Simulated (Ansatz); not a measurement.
## The (0001) surface of hexagonal La2O3 in its 1x1 cell (cut with top plane O, bottom plane O), outermost plane spacing 0.66 Å in the ideal cut

Computed with r2SCAN, at the PBE geometry (plane waves to 500 eV, PAW; Ansatz, a program for electronic structure).

Set-up: 10 atoms, La4O6, 10.6 Å thick at the start; mesh 8x8x1; 0.025 eV smearing; dipole correction on; single point; on the structure that PBE left under its start's symmetry; no spin, no spin-orbit, no U.

```
Item                                                              Result
-----------------------------------------------  -----------------------
surface energy (mean of both faces)                            0.81 J/m²
gap of the slab on its k-mesh                                    4.47 eV
highest filled level below the top vacuum level                  5.79 eV
cost                                             roughly 40 core-seconds
```
